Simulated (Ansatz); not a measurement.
The reference is SrLi₄P₂ (space group R-3m, No. 166; a = 4.251 Å, c = 23.246 Å (hexagonal axes); a cell from a computed database, its experimental status unchecked). Axes: x lies along a and z along c of the hexagonal cell.

All numbers come from PBEsol (Ansatz, a first-principles code, PAW, no spin-orbit coupling).

Before the change:

| Item | Result |
|---|---|
| Valence-band top at Γ | 0.00, 0.00, -0.27 eV |
| Band gap | 0.89 eV |

It is then changed as follows: uniaxial stress, 3 GPa compression along x, with the cell and atoms free to relax against it.

### Question
What happens to the valence-band top at Γ?

### Answer
The valence-band top at Γ (three highest levels, from the VBM) goes from 0.00, 0.00, -0.27 eV to 0.00, -0.15, -0.42 eV.

### Question
Estimate the effect on the band gap.

### Answer
The band gap decreases by 0.20 eV, from 0.89 eV to 0.69 eV.

Load acts through the strain it causes; cell and atoms are relaxed under it. Stability under load was not tested beyond the relaxation.
